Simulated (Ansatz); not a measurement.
Consider the energy of the reaction as written. Reaction: 3/8 cell B + 5/8 cell C → cell A. Negative: the products are lower in energy.

Cell A: a slab of Pt (fcc, Fm-3m) cut along (111), 21 atoms, hexagonal cell of 5.62 Å (27.3 Å²), symmetry P3m1 within 0.02 Å, 10.8 Å thick under 16 Å of vacuum, in-plane vectors held at the crystal's; planes from bottom to top: Pt4 × 5 | S, its two faces unlike (dipole correction applied); added, foreign or displaced atoms, above the top plane: S bound to 3 Pt at 2.28 Å; spin state with PBE: run without spin, k-point mesh 10×10×1.
```
Pt20S
1.0
    5.61726     0.00000     0.00000
    2.80863     4.86469     0.00000
    0.00000     0.00000    27.06268
Pt S
20 1
Direct
  0.83243   0.33243   0.29547
  0.33515   0.33243   0.29547
  0.83243   0.83515   0.29547
  0.33333   0.83333   0.29581
  0.99977   0.00012   0.38126
  0.50012   0.00012   0.38126
  0.00000   0.50000   0.37975
  0.50012   0.49977   0.38126
  0.16720   0.16560   0.46506
  0.66667   0.16667   0.46539
  0.16720   0.66720   0.46506
  0.66560   0.66720   0.46506
  0.83299   0.33299   0.54896
  0.33402   0.33299   0.54896
  0.83299   0.83402   0.54896
  0.33333   0.83333   0.55291
  0.01092   0.99454   0.63762
  0.49454   0.99454   0.63762
  0.00000   0.50000   0.63257
  0.49454   0.51092   0.63762
  0.66667   0.16667   0.69454
```

Cell B: a slab of Pt (fcc, Fm-3m) cut along (111), 46 atoms, hexagonal cell of 8.43 Å (61.5 Å²), symmetry P3m1 within 0.02 Å, 10.7 Å thick under 16 Å of vacuum, in-plane vectors held at the crystal's; planes from bottom to top: Pt9 × 5 | S, its two faces unlike (dipole correction applied); added, foreign or displaced atoms, above the top plane: S bound to 3 Pt at 2.27 Å; spin state with PBE: run without spin, k-point mesh 5×5×1.
```yaml
crystal:
  lattice:
    - [8.42589, 0.00000, 0.00000]
    - [4.21295, 7.29704, 0.00000]
    - [0.00000, 0.00000, 27.06268]
  atoms:
    - { symbol: Pt, position: [0.88880, 0.22227, 0.29552] }
    - { symbol: Pt, position: [0.22227, 0.22227, 0.29552] }
    - { symbol: Pt, position: [0.55549, 0.22235, 0.29575] }
    - { symbol: Pt, position: [0.88864, 0.55605, 0.29557] }
    - { symbol: Pt, position: [0.22235, 0.55549, 0.29575] }
    - { symbol: Pt, position: [0.55549, 0.55549, 0.29575] }
    - { symbol: Pt, position: [0.88864, 0.88864, 0.29557] }
    - { symbol: Pt, position: [0.22227, 0.88880, 0.29552] }
    - { symbol: Pt, position: [0.55605, 0.88864, 0.29557] }
    - { symbol: Pt, position: [0.99985, 0.99985, 0.38061] }
    - { symbol: Pt, position: [0.33364, 0.99985, 0.38061] }
    - { symbol: Pt, position: [0.66655, 0.00023, 0.38106] }
    - { symbol: Pt, position: [0.99985, 0.33364, 0.38061] }
    - { symbol: Pt, position: [0.33341, 0.33341, 0.38130] }
    - { symbol: Pt, position: [0.66652, 0.33341, 0.38130] }
    - { symbol: Pt, position: [0.00023, 0.66655, 0.38106] }
    - { symbol: Pt, position: [0.33341, 0.66652, 0.38130] }
    - { symbol: Pt, position: [0.66655, 0.66655, 0.38106] }
    - { symbol: Pt, position: [0.11111, 0.11111, 0.46433] }
    - { symbol: Pt, position: [0.44365, 0.11139, 0.46519] }
    - { symbol: Pt, position: [0.77829, 0.11139, 0.46519] }
    - { symbol: Pt, position: [0.11139, 0.44365, 0.46519] }
    - { symbol: Pt, position: [0.44444, 0.44444, 0.46556] }
    - { symbol: Pt, position: [0.77829, 0.44365, 0.46519] }
    - { symbol: Pt, position: [0.11139, 0.77829, 0.46519] }
    - { symbol: Pt, position: [0.44365, 0.77829, 0.46519] }
    - { symbol: Pt, position: [0.77778, 0.77778, 0.46466] }
    - { symbol: Pt, position: [0.88789, 0.22272, 0.55022] }
    - { symbol: Pt, position: [0.22272, 0.22272, 0.55022] }
    - { symbol: Pt, position: [0.55517, 0.22299, 0.54969] }
    - { symbol: Pt, position: [0.88917, 0.55499, 0.54865] }
    - { symbol: Pt, position: [0.22299, 0.55517, 0.54969] }
    - { symbol: Pt, position: [0.55517, 0.55517, 0.54969] }
    - { symbol: Pt, position: [0.88917, 0.88917, 0.54865] }
    - { symbol: Pt, position: [0.22272, 0.88789, 0.55022] }
    - { symbol: Pt, position: [0.55499, 0.88917, 0.54865] }
    - { symbol: Pt, position: [0.99999, 0.99999, 0.63541] }
    - { symbol: Pt, position: [0.33336, 0.99999, 0.63541] }
    - { symbol: Pt, position: [0.66923, 0.99487, 0.63410] }
    - { symbol: Pt, position: [0.99999, 0.33336, 0.63541] }
    - { symbol: Pt, position: [0.32681, 0.32681, 0.63724] }
    - { symbol: Pt, position: [0.67971, 0.32681, 0.63724] }
    - { symbol: Pt, position: [0.99487, 0.66923, 0.63410] }
    - { symbol: Pt, position: [0.32681, 0.67971, 0.63724] }
    - { symbol: Pt, position: [0.66923, 0.66923, 0.63410] }
    - { symbol: S, position: [0.44444, 0.44444, 0.69215] }
```

Cell C: a slab of Pt (fcc, Fm-3m) cut along (111), 6 atoms, hexagonal cell of 2.81 Å (6.8 Å²), symmetry P3m1 within 0.02 Å, 11.1 Å thick under 16 Å of vacuum, in-plane vectors held at the crystal's; planes from bottom to top: Pt × 5 | S, its two faces unlike (dipole correction applied); added, foreign or displaced atoms, above the top plane: S bound to 3 Pt at 2.46 Å; spin state with PBE: run without spin, k-point mesh 19×19×1.
```xyz
6
Lattice="2.8086 0.0000 0.0000 1.4043 2.4323 0.0000 0.0000 0.0000 27.0627" Properties=species:S:1:pos:R:3 pbc="T T T"
Pt     2.8086     1.6216     7.9852
Pt     0.0000     0.0000    10.2957
Pt     1.4043     0.8108    12.5795
Pt     2.8086     1.6216    14.8829
Pt     0.0000     0.0000    17.2012
S      1.4043     0.8108    19.0505
```

Computed with Ansatz (plane waves, PAW), its default PAW set, cutoff 420 eV, 500 eV for r2SCAN. The structures are at rest with PBE, within the held lattices; other levels are single points on them. Neutral cells; Fermi-Dirac smearing of at most 0.10 eV in the solids, energies taken to zero width. The lattices are those relaxed with PBE, so at other levels the solids can be strained, which adds to the spread. Larger cells are relaxed from a start prepared with the learned potential CHGNet, on a coarser mesh till forces fall under 0.03 eV/Å, which some starts already meet. A dispersion term (D3(BJ), or D4 for r2SCAN) was computed beside these levels and is taken off wherever the name lacks it. The PAW files were made for PBE and serve at the other functionals too. Space groups of crystals are read within 0.01 Å. Static lattices, no vibrational contributions. No structure search was made; lower ones may exist. The runs are scalar-relativistic, without spin-orbit coupling. Values are for these cell sizes. The cells' k-point meshes differ in density, so the last digit is unsettled. Cell A has symmetry P3m1 within 0.02 Å and got no random move, so less symmetric positions, which may lie lower, weren't tried. Cell B has symmetry P3m1 within 0.02 Å and got no random move, so less symmetric positions, which may lie lower, weren't tried. Cell C has symmetry P3m1 within 0.02 Å and got no random move, so less symmetric positions, which may lie lower, weren't tried.

**Question.** What value does r2SCAN give?

**Answer.** -1.46 eV, for 3/8 cell B + 5/8 cell C → cell A.

**Question.** List the value at the remaining levels and say how far they part.

**Answer.** 
| Method | value (eV) | less r2SCAN |
|---|---|---|
| PBE | -1.31 | 0.15 |

The levels shown span 0.15 eV, from r2SCAN (-1.46) to PBE (-1.31).

Ansatz is a first-principles code.
